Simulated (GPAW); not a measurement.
## Parameter sweep on MgCrPbO3 (Cm, 6 atoms in the cell)

```xyz
6
Lattice="2.8348 -2.7984 0.0000 2.8348 2.7984 0.0000 -2.5940 0.0000 5.2210" Properties=species:S:1:pos:R:3 pbc="T T T"
Mg     3.7280     0.0000     1.8290
Cr     0.9329     0.0000     2.8302
Pb    -1.4577     0.0000     4.9825
O      0.8237     0.0000     5.0733
O      2.3144     1.4221     2.4754
O      2.3144    -1.4221     2.4754
```
Moments meant for the start (each program seeds them in its own way; μB, in the order of the atoms Mg Cr Pb O O O): 0.0 3.0 0.0 0.0 0.0 0.0.

Base run A: LDA (Perdew-Wang 92), GPAW PAW datasets LDA (gpaw-data 1.0.1) in GPAW, self-consistent single point.

Its settings: spinpol = true; mode = pw; ecut = 950 eV; xc = LDA; kpts = 3 3 3; mesh shift (steps) = 0 0 0; occupations.name = methfessel-paxton; occupations.width = 0.01 eV; occupations.order = 0; nbands = -4; convergence.bands = -2; symmetry.symmorphic = false; symmetry.tolerance = 0.0005; maxiter = 100.

The starting cell comes from a database of computed structures (which also holds hypothetical and non-ambient phases and stackings), without a prior relaxation at this level. Spin-orbit coupling is off. With one magnetic atom in the cell only a parallel order is possible. Without a gap this mesh is coarse (it stands for a supercell whose shortest vector is 12 Å).

Runs:
- B: xc: LDA → vdW-DF (libvdwxc); nbands: -4 → -10; convergence.bands: -2 → default; potentials: GPAW PAW datasets revPBE (gpaw-data 1.0.1) [vdW-DF]
- C: xc: LDA → optB88-vdW (libvdwxc); nbands: -4 → -10; convergence.bands: -2 → default; potentials: GPAW PAW datasets PBE (gpaw-data 1.0.1) [optB88-vdW]
- D: xc: LDA → optPBE-vdW (libvdwxc); nbands: -4 → -10; convergence.bands: -2 → default; potentials: GPAW PAW datasets PBE (gpaw-data 1.0.1) [optPBE-vdW]

```json
[
 {"run": "A", "largest force (eV/Å)": "0.435", "size of the net moment (μB/atom)": "0.65"},
 {"run": "B", "largest force (eV/Å)": "0.297", "size of the net moment (μB/atom)": "0.67"},
 {"run": "C", "largest force (eV/Å)": "0.252", "size of the net moment (μB/atom)": "0.67"},
 {"run": "D", "largest force (eV/Å)": "0.259", "size of the net moment (μB/atom)": "0.67"}
]
```

Run D against A: The largest force goes from 0.435 to 0.259 eV/Å and the size of the net moment moves little (0.65 to 0.67 μB/atom).

Run C against A: The largest force goes from 0.435 to 0.252 eV/Å and the size of the net moment moves little (0.65 to 0.67 μB/atom).

Run B against A: The largest force goes from 0.435 to 0.297 eV/Å and the size of the net moment hardly changes (0.65 to 0.67 μB/atom).
